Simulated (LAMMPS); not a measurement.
An MD run on GaN (wurtzite), 896 atoms, at 300 K and 0 GPa, heated as the crystal.

All values are model results, not measurements: classical MD, pair style tersoff, file GaN.tersoff, run in LAMMPS.

```json
{
 "state_found": "crystal; no diffusion seen in 30 ps",
 "density": "6.0798 ± 0.0004 g/cm³",
 "volume_per_atom": "11.4343 ± 0.0008 Å³",
 "enthalpy_per_atom": "-4.4492 ± 0.0001 eV",
 "first peak of g(r), Ga-N": "1.95 Å, height 19.3",
 "coordination number of Ga by N": "4.00 (counted to 2.62 Å)",
 "coordination number of N by Ga": "4.00 (counted to 2.62 Å)",
 "most common N-Ga-N angle": "in the 3° bin centred on 109.5° (mean of all 109°)",
 "most common Ga-N-Ga angle": "in the 3° bin centred on 109.5° (mean of all 109°)",
 "mean_frequency_of_the_velocity_spectrum": "14.8 THz",
 "cost": "around 7 core-minutes (rough)"
}
```

Potential: file GaN.tersoff of the LAMMPS distribution; its header cites Nord, Albe, Erhart and Nordlund, J. Phys Condens Matter, 15, 5649 (2003).

States go by the mean squared displacement: a species diffuses where it passes 1.5 Å², still rises and gives D over 1e-6 cm²/s; a crystal has left its structure where atoms lie 0.35 Å off their sites on average or a cubic box changes its shape by 3 %.

Errors shown are sampling errors alone.
